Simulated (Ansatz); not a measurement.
GaN (space group P4_2/mnm, No. 136; a hypothetical phase, not in the database extracts checked)

```cif
data_Ga4N4
_chemical_formula_sum 'Ga4 N4'
_space_group_name_H-M_alt 'P42/mnm'
_space_group_IT_number 136
_space_group_name_Hall '-P 4n 2n'
_cell_length_a 5.53504
_cell_length_b 5.53504
_cell_length_c 3.21404
_cell_angle_alpha 90.000
_cell_angle_beta 90.000
_cell_angle_gamma 90.000
loop_
_atom_site_label
_atom_site_type_symbol
_atom_site_symmetry_multiplicity
_atom_site_Wyckoff_symbol
_atom_site_fract_x
_atom_site_fract_y
_atom_site_fract_z
_atom_site_occupancy
Ga1 Ga 4 g 0.17942 0.17942 0.50000 1
N1 N 4 f 0.31781 0.31781 0.00000 1
```

All numbers come from Ansatz (an electronic-structure program), PBE, PAW, cutoff 420 eV, no spin-orbit coupling. k-mesh 6×6×10 (Γ-centred); smearing 0.05 eV (Fermi–Dirac).

```json
{
  "volume_per_atom": "12.31 Å³",
  "density": "5.65 g/cm³",
  "band_gap": "1.73 eV, indirect, M–Γ (86 % along) → Γ",
  "electron_mass": "0.16 mₑ",
  "Lowest conduction-band minima above the VBM": "Γ 1.73 eV",
  "total_energy": "-2083.913 eV/atom (σ→0; compares only within this code and set-up)"
}
```

Masses are band curvatures over ±0.01 Å⁻¹ around the edge. Stability against distortions was not tested.
